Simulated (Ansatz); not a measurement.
We consider CoCl₂ (R-3m, No. 166), described by r²SCAN+rVV10 in Ansatz (plane waves, PAW).

Settings: plane-wave cutoff 500 eV, 10×10×10 k mesh, Fermi–Dirac smearing 0.05 eV, spin-polarised start, scalar-relativistic PAW data made under PBE.

Computed at the level's own relaxed cell.

**Question.** What does this level give for the volume per atom, lattice parameter a and lattice parameter c?

**Answer.** 
- volume per atom: 20.52 Å³/atom
- lattice parameter a: 3.525 Å
- lattice parameter c: 17.155 Å

Note: the magnetic order was assumed, not searched for or taken from measurement.

Static lattice: no zero-point or thermal effects.

Ansatz is a quantum-chemistry and plane-wave program.
